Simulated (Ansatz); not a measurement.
An Ansatz (a quantum-chemistry and plane-wave program) run: Cs2NaScCl6; Ansatz r2SCAN, spin-orbit coupling left out, earlier PAW set.

Input:

Ansatz 0.2 input:
```yaml
crystal:
  lattice:
    - [0, 5.2566299645, 5.2566299645]
    - [5.2566299645, 0, 5.2566299645]
    - [5.2566299645, 5.2566299645, 0]
  atoms:
    - { symbol: Cs, position: [0.75, 0.75, 0.75] }
    - { symbol: Cs, position: [0.25, 0.25, 0.25] }
    - { symbol: Na, position: [0.5, 0.5, 0.5] }
    - { symbol: Sc, position: [0, 0, 0] }
    - { symbol: Cl, position: [0.7627385668, 0.2372614332, 0.2372614332] }
    - { symbol: Cl, position: [0.2372614332, 0.7627385668, 0.7627385668] }
    - { symbol: Cl, position: [0.2372614332, 0.7627385668, 0.2372614332] }
    - { symbol: Cl, position: [0.7627385668, 0.2372614332, 0.7627385668] }
    - { symbol: Cl, position: [0.2372614332, 0.2372614332, 0.7627385668] }
    - { symbol: Cl, position: [0.7627385668, 0.7627385668, 0.2372614332] }
basis: { ecutwfc: 500, ecutrho_ratio: 4, xc_grid: 4, fft_grid_basis: typed }
kpoints: { mp_grid: { grid: [6, 6, 6] } }
hamiltonian:
  xc: r2scan
  dispersion: none
  pseudopotentials: { azcp: { folder: ./paw }, kind: paw }
scf: { occupations: { method: fermi_dirac, width: 0.05 }, convergence: { dr2_threshold: 0.000000001 } }
output: { forces: true, stress: true }
```

Output:

```
WARN ansatz: RAYON_NUM_THREADS=1 ignored (pool sized by the plan → 1); use --threads N
Pseudopotentials: kind: paw
Pseudopotential: Cs, paw, valence charge 9
Pseudopotential: Na, paw, valence charge 9
Pseudopotential: Sc, paw, valence charge 11
Pseudopotential: Cl, paw, valence charge 7
Functional definition: r2SCAN
Crystal: 10 atoms, lattice volume = 290.504 Å³
Basis set: ecut = 500 eV, 7391 PW (Γ), exchange–correlation on 240×240×240 points (64 copies of the dense FFT grid, shifted against one another)
Bands: 50, of which v1, the nominal top of the filled ones, is band 40 counted from 1 (39 counted from 0)
Symmetry: 48 space group operations
Space group: Fm-3m (ITA 225), of the structure as read, at distance tolerance 6.6e-5 Å
k-points: 16 of 216
PAW frozen core: Cs, regenerated for the run's functional
PAW frozen core: Na, regenerated for the run's functional
PAW frozen core: Sc, regenerated for the run's functional
PAW frozen core: Cl, regenerated for the run's functional
Initial density: superposition of atomic densities (chi_scale 0.1, normalization cell, long waves kept (reshape's long-wave potential 0.00 eV rms))
Initial wavefunctions: pseudopotential atomic-orbital guess
Eigensolver: davidson
Functional: x = r2scan, c = r2scan; τ floored in thin density (d = 2e-4 eV/Å³)
SCF iter   1: F=—  HF=-21528.618083 eV  |F-HF|=—  |Δ(HF+E_count)|=         —  Δρ=4.14e-2  dr2=6.06e0  dr2_τ=6.23e-2  ethr=3.10e-3  ⟨swp⟩=10.6  Hψ=3728  notcnv=0  defer=4
all-band conjugate gradients solve this SCF's bands
preconditioner: auto → Resta (q_TF=auto, 2.201 Å⁻¹)
SCF iter   2: F=—  HF=-21526.924829 eV  |F-HF|=—  |Δ(HF+E_count)|=    1.69e0  Δρ=1.55e-2  dr2=1.20e0  dr2_τ=5.46e-2  ethr=3.10e-3  ⟨swp⟩=3.0  Hψ=1752  notcnv=0  defer=68
SCF iter   3: F=—  HF=-21526.542887 eV  |F-HF|=—  |Δ(HF+E_count)|=   3.82e-1  Δρ=6.27e-3  dr2=2.19e-1  dr2_τ=9.43e-3  ethr=1.51e-3  ⟨swp⟩=3.0  Hψ=1519  notcnv=0  defer=68
SCF iter   4: F=—  HF=-21526.479872 eV  |F-HF|=—  |Δ(HF+E_count)|=   6.30e-2  Δρ=1.98e-3  dr2=1.74e-2  dr2_τ=6.74e-4  ethr=2.74e-4  ⟨swp⟩=3.0  Hψ=1488  notcnv=0  defer=71
SCF iter   5: F=—  HF=-21526.482954 eV  |F-HF|=—  |Δ(HF+E_count)|=   3.08e-3  Δρ=5.83e-4  dr2=9.27e-4  dr2_τ=3.74e-5  ethr=2.18e-5  ⟨swp⟩=2.2  Hψ=1328  notcnv=0  defer=71
SCF iter   6: F=—  HF=-21526.483826 eV  |F-HF|=—  |Δ(HF+E_count)|=   8.72e-4  Δρ=1.04e-4  dr2=3.33e-5  dr2_τ=2.69e-6  ethr=1.16e-6  ⟨swp⟩=2.0  Hψ=1311  notcnv=0  defer=71
SCF iter   7: F=—  HF=-21526.483851 eV  |F-HF|=—  |Δ(HF+E_count)|=   2.48e-5  Δρ=2.19e-5  dr2=1.11e-6  dr2_τ=2.14e-7  ethr=4.16e-8  ⟨swp⟩=2.0  Hψ=1349  notcnv=0  defer=71
SCF iter   8: F=—  HF=-21526.483782 eV  |F-HF|=—  |Δ(HF+E_count)|=   6.96e-5  Δρ=3.60e-6  dr2=3.68e-8  dr2_τ=4.46e-9  ethr=1.39e-9  ⟨swp⟩=2.0  Hψ=1369  notcnv=0  defer=71
SCF iter   9: F=—  HF=-21526.483782 eV  |F-HF|=—  |Δ(HF+E_count)|=   2.29e-8  Δρ=5.98e-7  dr2=2.13e-9  dr2_τ=9.06e-11  ethr=4.61e-11  ⟨swp⟩=2.0  Hψ=1369  notcnv=0  defer=71
SCF iter  10: F=-21526.483782 eV  HF=-21526.483782 eV  |F-HF|=6.18e-11  |Δ(HF+E_count)|=  2.55e-10  Δρ=1.38e-7  dr2=1.35e-10  dr2_τ=3.58e-12  ethr=1.25e-12  ⟨swp⟩=5.0  Hψ=2882  notcnv=0
SCF 1 converged in 10 iterations: F = -21526.483782 eV  dr2 = 1.35e-10
SCF converged after 10 iterations
Free energy (F): -21526.483782 eV
Harris-Foulkes:  -21526.483782 eV  (|F-HF|=6.18e-11)
Internal energy: -21526.483782 eV  (E = F + TS)
E sigma→0 (E₀):  -21526.483782 eV
Fermi energy:    4.110871 eV
--- Per-component energies (eV) ---
  E_band       = -695.811417
  E_kinetic    = 1525.344295
  E_local      = -4735.007276  (includes V_loc(G=0)·N_el)
  E_nonlocal   = 649.514177
  E_hartree    = 1676.782183
  E_xc         = -1080.012657
  E_vxc        = -1240.769160  (∫ρ·V_xc dr)
  E_paw        = -15472.618783  (= ΣΔE_a)
  E_vpaw       = -314.777798  (= ΣTr[D̂ρ^β])
  E_aug_tail   = 0.000070  (compensation charges beyond the density's cutoff)
  E_vtau       = 66.319366  (kinetic-family band-sum trace: ∫τ·v_τ [+ j·A + Jᵃ·Aᵃ] dr)
  E_ewald      = -4089.502352
  E_core_change = -0.983438  (= ΣΔE_core)
  E_smearing   = -0.000000  (= −TS)
  E_closure    = 0.000000  (closes the sum)
  Σ components = -21526.483782   (vs F -21526.483782, Δ=0.00e0)
  [band-id]    e_kinetic+e_local+e_nonlocal+2·e_hartree+e_vxc+e_vpaw+e_augmentation_tail+e_vtau = -695.811959   (vs E_band -695.811417, Δ=-5.42e-4)
--- Forces (eV/Å), atoms counted from 1 ---
  atom   1  Cs     0.00000000     0.00000000     0.00000000
  atom   2  Cs     0.00000000    -0.00000000    -0.00000000
  atom   3  Na     0.00000000     0.00000000     0.00000000
  atom   4  Sc    -0.00000000    -0.00000000    -0.00000000
  atom   5  Cl     0.00006270    -0.00000000    -0.00000000
  atom   6  Cl    -0.00006270     0.00000000    -0.00000000
  atom   7  Cl     0.00000000     0.00006270     0.00000000
  atom   8  Cl    -0.00000000    -0.00006270     0.00000000
  atom   9  Cl     0.00000000    -0.00000000     0.00006270
  atom  10  Cl     0.00000000    -0.00000000    -0.00006270
  max |Σ_I F_I| component: 6.51e-18 eV/Å
--- Stress (GPa, compression-positive) ---
       -0.000774      -0.000000      -0.000000
        0.000000      -0.000774      -0.000000
       -0.000000      -0.000000      -0.000774
  P = ⅓ Tr σ = -0.0008 GPa (-0.008 kbar)
  The stress holds the Pulay correction. Without it, at fixed plane waves, as pw.x and ABINIT print it: P = -0.0092 GPa
  The stress includes an estimate of the error left by incomplete SCF convergence (largest component 0.0000 GPa).
--- Band table ---
  band table: none
```

Stability against distortions was not tested. All final runs are without spin polarisation. The cell is Cs2NaScCl6 (space group Fm-3m, No. 225; a cell from a computed database, its experimental status unchecked).
